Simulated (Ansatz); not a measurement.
We consider SiC (model structure, P6₂22, No. 180, 6 atoms in the cell), described by r²SCAN (Ansatz, a program for electronic structure, PAW).

Numerical settings: plane-wave cutoff 560 eV, 24×24×8 k mesh (along the axes of the cell as run), Fermi–Dirac smearing 0.05 eV, scalar-relativistic PAW data made under PBE.

Cell (relaxed at this level):

```yaml
crystal:
  lattice:
    - [3.07269, 0.00000, 0.00000]
    - [-1.53634, 2.66102, 0.00000]
    - [0.00000, 0.00000, 7.03930]
  atoms:
    - { symbol: Si, position: [0.50000, 0.00000, 0.66667] }
    - { symbol: Si, position: [0.00000, 0.50000, 0.33333] }
    - { symbol: Si, position: [0.50000, 0.50000, 0.00000] }
    - { symbol: C, position: [0.50000, 0.00000, 0.16667] }
    - { symbol: C, position: [0.00000, 0.50000, 0.83333] }
    - { symbol: C, position: [0.50000, 0.50000, 0.50000] }
```

Problem. Estimate the band gap, smallest direct gap on the k points sampled and direct gap at Γ that the calculation returns.

Solution. 
- band gap = 1.18 eV (indirect)
- smallest direct gap on the k points sampled = 3.41 eV
- direct gap at Γ = 3.84 eV

Note: the relaxation could raise the start's symmetry but not lower it, so the cell can be a saddle point.

A model structure was made by putting elements into a prototype or built by hand; it is no filed structure, need not be a known phase, and can be a saddle point held by its symmetry.
